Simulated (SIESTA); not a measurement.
# Short convergence ladders for WC (P3m1, 2 atoms in the cell)

```
WC
1.0
    1.46227    -2.53274     0.00000
    1.46227     2.53274     0.00000
    0.00000     0.00000     2.85420
W C
1 1
Direct
  0.00000   0.00000   0.01752
  0.33333   0.66667   0.50000
```

Base method: LDA PW92, numerical atomic orbitals TZP, PseudoDojo LDA standard norm-conserving potentials (rewritten from UPF to PSML) in SIESTA 5.4.2.

Base settings: XC.functional = LDA; XC.authors = PW92; potentials = PseudoDojo LDA standard; PAO.BasisSize = TZP; PAO.EnergyShift = 0.01 Ry; MeshCutoff = 300 Ry; kgrid.MonkhorstPack = 6 6 5; OccupationFunction = MP; OccupationMPOrder = 0; ElectronicTemperature = 100 meV.

**The k-point mesh**

The second cell is the first with its lattice scaled by 0.98.

Only quantities that move along the ladder and can be compared are tabulated.

```csv
kgrid.MonkhorstPack,free energy less the last step's (meV/atom),energy of the compressed cell less the first (meV/atom),pressure (GPa),largest difference of a force vector from the last step's (eV/Å)
2 2 2,474.31,11.58,-9.34,0.820
3 3 3,145.00,5.75,-11.23,0.095
4 4 4,31.00,-11.37,-15.19,0.128
5 5 5,6.99,-12.50,-15.48,0.136
6 6 5,4.14,-14.41,-15.74,0.051
7 7 6,4.44,-12.98,-15.54,0.008
11 11 10,0.00,-14.37,-15.82,0.000
```

Coarsest kgrid.MonkhorstPack that holds the pressure within 1 GPa of the last step, with all finer ones: 4 4 4; the step before is off by 4.6 GPa.

Coarsest kgrid.MonkhorstPack that holds the forces within 0.02 eV/Å of the last step, with all finer ones: 7 7 6; the step before is off by 0.051 eV/Å.

Coarsest kgrid.MonkhorstPack that holds the energy of the compressed cell less the first within 1 meV/atom: not settled: the last two steps still differ by 1.4 meV/atom, over half the tolerance, so the ladder does not show it.

**The k-point mesh at a smearing width of 0.05 eV**

In this ladder: ElectronicTemperature = 50 meV.

The second cell is the first with its lattice scaled by 0.98.

Only quantities that move along the ladder and can be compared are tabulated.

```tsv
kgrid.MonkhorstPack	free energy less the last step's (meV/atom)	energy of the compressed cell less the first (meV/atom)	pressure (GPa)	largest difference of a force vector from the last step's (eV/Å)
5 5 4	25.82	-11.07	-15.16	0.188
7 7 6	4.37	-12.89	-15.54	0.007
10 10 9	-2.31	-14.28	-15.86	0.023
12 12 10	-0.62	-14.00	-15.79	0.013
17 17 15	-0.17	-14.63	-15.91	0.001
25 25 22	0.00	-14.68	-15.88	0.000
```

Coarsest kgrid.MonkhorstPack that holds the energy of the compressed cell less the first within 1 meV/atom of the last step, with all finer ones: 10 10 9; the step before is off by 1.8 meV/atom.

Coarsest kgrid.MonkhorstPack that holds the free energy within 1 meV/atom of the last step, with all finer ones: 12 12 10; the step before is off by 2.3 meV/atom.

Coarsest kgrid.MonkhorstPack that holds the pressure within 0.2 GPa of the last step, with all finer ones: 10 10 9; the step before is off by 0.34 GPa.

The energy difference between the two cells stays within 1 meV/atom of the last step's from 10 10 9 on, the total only from 12 12 10 on: much of the error is common to both cells and cancels.

**The width of Gaussian smearing**

In this ladder: kgrid.MonkhorstPack = 10 10 8.

Narrow widths need finer meshes than wide ones, so the last steps can hold mesh noise.

Only quantities that move along the ladder and can be compared are tabulated; pressure and forces are left out, as mesh noise rules them at narrow widths.

```tsv
ElectronicTemperature	free energy less the last step's (meV/atom)
1000 meV	-45.14
500 meV	-7.50
300 meV	-1.71
100 meV	0.00
```

Widest ElectronicTemperature that holds the free energy within 5 meV/atom of the last step, with all finer ones: 300 meV; the step before is off by 7.5 meV/atom.

On the base run: the starting cell has typed, rounded lattice constants, without a prior relaxation at this level. Its lattice was rescaled by up to half a per cent. One atom was moved a little off its site on purpose. Spin polarisation is off. Values carry the incompleteness of an atom-centred basis. In the base run, with a pressure of about -16 GPa the cell is away from its equilibrium volume at this level. Without a gap this mesh is coarse (it stands for a supercell whose shortest vector is 14 Å).

Left out of this page: 2 runs of the series outside the window shown, repeating another row's setting, or not comparable.
